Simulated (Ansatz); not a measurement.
**A computed series for Os: pressure series**

The reference is Os in the hcp (Mg type) structure (space group P6_3/mmc, No. 194; a = 2.729 Å, c = 4.306 Å).

Cell and atoms are relaxed at each pressure.

All numbers come from PBEsol (Ansatz, an electronic-structure program; PAW; 420 eV plane waves; without spin-orbit coupling).

```json
[
 {"pressure (GPa)": "-1", "volume per atom (Å³/atom)": "13.924"},
 {"pressure (GPa)": "0", "volume per atom (Å³/atom)": "13.892"},
 {"pressure (GPa)": "0.9", "volume per atom (Å³/atom)": "13.863"},
 {"pressure (GPa)": "2.1", "volume per atom (Å³/atom)": "13.825"},
 {"pressure (GPa)": "4.5", "volume per atom (Å³/atom)": "13.751"},
 {"pressure (GPa)": "9", "volume per atom (Å³/atom)": "13.618"},
 {"pressure (GPa)": "15", "volume per atom (Å³/atom)": "13.451"},
 {"pressure (GPa)": "22.5", "volume per atom (Å³/atom)": "?"},
 {"pressure (GPa)": "30", "volume per atom (Å³/atom)": "13.080"}
]
```

**Question.** Fit the third-order Birch–Murnaghan form P(V) = (3B₀/2)[(V₀/V)^(7/3) − (V₀/V)^(5/3)]·[1 + (3/4)(B₀′ − 4)((V₀/V)^(2/3) − 1)] (squares taken in P) to the rows shown and predict the withheld row.

**Answer.** Least squares on the printed values gives V₀ = 13.892 Å³/atom, B₀ = 430 GPa, B₀′ = 4.8; this predicts 13.258 Å³/atom, and the run gives 13.259 Å³/atom, in agreement.

Load acts through the strain it causes; cell and atoms are relaxed under it. Stability against distortions was not tested. No other phases were tried under pressure. The final runs are not spin-polarised.
